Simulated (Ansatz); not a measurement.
A computed series for hypothetical rock salt GaAs: pressure series

Consider GaAs in the rock salt structure (space group Fm-3m, No. 225; a = 5.315 Å; a hypothetical phase, not in the database extracts checked).

Cell and atoms are relaxed at each pressure.

All numbers come from Kohn–Sham DFT with the PBE-D3(BJ) functional, run in Ansatz (a first-principles code) with PAW and 420 eV plane waves, no spin-orbit coupling.

| pressure (GPa) | volume per atom (Å³/atom) |
|---|---|
| -2 | 19.280 |
| -1 | 19.014 |
| 0 | 18.766 |
| 0.3 | ? |
| 1.5 | 18.433 |
| 3 | 18.130 |
| 5 | 17.765 |
| 7.5 | 17.354 |
| 10 | 16.992 |

Problem. Fit the third-order Birch–Murnaghan form P(V) = (3B₀/2)[(V₀/V)^(7/3) − (V₀/V)^(5/3)]·[1 + (3/4)(B₀′ − 4)((V₀/V)^(2/3) − 1)] (squares taken in P) to the rows shown and predict the withheld row.

Solution. Least squares on the printed values gives V₀ = 18.770 Å³/atom, B₀ = 79.7 GPa, B₀′ = 4.6; this predicts 18.700 Å³/atom, and the run gives 18.698 Å³/atom, 0.002 lower.

Load acts through the strain it causes; cell and atoms are relaxed under it. Whether these cells are dynamically stable was not tested. No other phases were tried under pressure. The base started in Pnma and relaxed to Fm-3m at this level. All final runs are without spin polarisation.
